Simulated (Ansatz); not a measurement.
Start from PbO$_{2}$ in the CdI2 type structure (space group P-3m1, No. 164; a hypothetical phase, not in the database extracts checked; layered, stacked along the Cartesian z axis).

```xyz
3
Lattice="3.3716 0.0000 0.0000 -1.6858 2.9199 0.0000 0.0000 0.0000 4.3606" Properties=species:S:1:pos:R:3 pbc="T T T"
Pb     0.0000     0.0000     0.0000
O      0.0000     1.9466     1.0360
O      1.6858     0.9733     3.3246
```

Cartesian axes are those of the cell as printed.

The values are results of Ansatz (a first-principles code) r2SCAN+rVV10, spin-orbit coupling left out, not measurements.

Base values:

The pressure comes out as 0.00 GPa.

It is then changed as follows: the symmetric strain tensor [0.0040 -0.0004 -0.0068; -0.0004 0.0022 -0.0070; -0.0068 -0.0070 -0.0166]; the atoms relax in the strained cell.

Q: What does the calculation give for the energy relative to the base after the change?

A: The energy goes up by 0.8 meV/atom.

Q: How does this affect the largest internal atomic displacement?

A: The largest internal atomic displacement amounts to 0.019 Å.

Q: How does this affect the pressure?

A: The pressure (mean of the normal stresses, compression positive) goes from zero to -0.21 GPa.

Whether these cells are dynamically stable was not tested.
